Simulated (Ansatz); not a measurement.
**A computed series for WC: response to strain**

Base system: WC (space group P-6m2, No. 187; a = 2.899 Å, c = 2.827 Å; relaxed with 0.1 eV smearing).

Strains are applied to the cell and any free atomic positions relax.

Method: DFT with PBEsol, PAW potentials and a 420 eV plane-wave cutoff in Ansatz (a first-principles code), no SOC.

Candidates:
(a) isotropic strain −1.50 %
(b) isotropic strain +2.50 %
(c) isotropic strain +2.00 %

Notes on the quantities. energy relative to the base: free energy F.

**Question.** Order them by energy relative to the base, lowest first.

**Answer.** (a) isotropic strain −1.50 % (+28 meV/atom), (c) isotropic strain +2.00 % (+44 meV/atom), (b) isotropic strain +2.50 % (+68 meV/atom)

Whether these cells are dynamically stable was not tested. All final runs are without spin polarisation.
